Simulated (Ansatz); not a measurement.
## Sn under a change: biaxial strain +1.25 %, plane normal [111], relaxed out of plane

Consider Sn in the diamond structure (space group Fd-3m, No. 227; a = 6.5665 Å). Axes: x, y, z lie along the cube axes.

Perturbation: tensile biaxial strain of 1.25 % in the plane normal to [111], as in epitaxy on a mismatched substrate; the out-of-plane cell vector and the atoms relax.

Method: Ansatz (an electronic-structure program) r2SCAN, without spin-orbit coupling. Settings: 12×12×12 k-points, 0.05 eV Fermi–Dirac smearing.

The space group goes from Fd-3m (No. 227) to R-3m (No. 166) and the shortest interatomic distance goes up by 0.44 pm, from 284.3 pm to 284.8 pm. The energy rises by 3.1 meV/atom and the pressure (mean of the normal stresses, compression positive) goes from zero to -0.7 GPa. The band gap stays zero and the out-of-plane strain comes out as -0.68 % (rough). The mean in-plane stress (compression positive) is -1.1 GPa (rough).

Without a gap, meshes like the base's 12×12×12 leave anisotropic stresses uncertain by several tenths of a GPa, and small strain energies with them. Whether these cells are dynamically stable was not tested.
